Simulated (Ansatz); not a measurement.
The parent structure is BN in the zinc blende structure (space group F-43m, No. 216; a = 3.625 Å). Axes: x, y, z lie along the cube axes.

Level of theory: PBE (Ansatz, a quantum-chemistry and plane-wave program; PAW; 420 eV plane waves; spin-orbit coupling left out).

Perturbation: an isotropic linear strain of +3.00 %; the atoms relax in the strained cell.

Predict the stress tensor and what it implies for the stiffness.

Stress of the strained cell less that of the base (GPa, compression positive):
```
 -27.93    0.00    0.00
   0.00  -27.93    0.00
   0.00    0.00  -27.93
```

Then B = −ΔP/(ΔV/V₀) with ΔV/V₀ = 0.0927 gives secant stiffness values (nonlinear terms included at this strain): B ≈ 301 GPa.

As a check, the harmonic strain energy −½ V₀ Δσ:ε is 47 meV/atom; the computed energy rise is 52 meV/atom.

Stability against distortions was not tested.
